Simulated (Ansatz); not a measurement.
Take FeCo in the CsCl type structure (space group Pm-3m, No. 221; a = 2.8001 Å; ferromagnetic) as the base.

Method: Kohn–Sham DFT with the PBEsol functional, run in Ansatz (an electronic-structure program) with PAW and 420 eV plane waves, scalar-relativistic without spin-orbit coupling, earlier PAW set.

Before the change:

Largest site moment: 2.71 μB
Lattice parameter a: 5.291 bohr
Magnetic state: ferromagnetic

One thing is altered: a hydrostatic pressure of 2.1 GPa.

### Question
Estimate the effect on the largest site moment.

### Answer
The largest site moment hardly moves (2.71 μB against 2.70 μB).

### Question
What happens to the lattice parameter a?

### Answer
The lattice parameter a drops by 0.0166 bohr to 5.275 bohr.

### Question
What does the calculation give for the magnetic state after the change?

### Answer
The magnetic state remains ferromagnetic.

The magnetic state is the one reached from the starting moments; the real material's order can differ, and small cells can't hold many antiferromagnetic ones. Load acts through the strain it causes; cell and atoms are relaxed under it. No phonon test of stability was made.
